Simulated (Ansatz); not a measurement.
CsCl-type CoGa was calculated with PBE-D4 (PAW; Ansatz, a program for electronic structure).

Numerical settings: plane-wave cutoff 520 eV, 20×20×20 k mesh, Fermi–Dirac smearing 0.05 eV, no spin polarisation, scalar-relativistic PAW data made under PBE.

Computed points:

| V (Å³/atom) | E − E_lowest (meV/atom) | P (GPa) |
|---|---|---|
| 10.832 | 28.77 | 14.15 |
| 11.062 | 12.28 | 8.88 |
| 11.293 | 2.95 | 4.18 |
| 11.523 | 0.00 | -0.01 |
| 11.754 | 2.75 | -3.74 |
| 11.984 | 10.57 | -7.07 |
| 12.215 | 22.92 | -10.04 |

Q: Estimate the bulk modulus from the pressures at 11.293 and 11.754 Å³/atom, and compare it with a fit to all energies.

A: B = −V dP/dV. Between V = 11.293 and 11.754 Å³/atom, dP/dV = (-3.74 − (4.18))/(11.754 − 11.293) = -17.2 GPa per Å³/atom; at the midpoint 11.523 Å³/atom this gives B ≈ 198 GPa. The third-order Birch–Murnaghan fit gives V0 = 11.523 Å³/atom, B0 = 198 GPa, B′ = 4.7, which lies within 1 % of that estimate.

Static lattice: no zero-point or thermal effects.
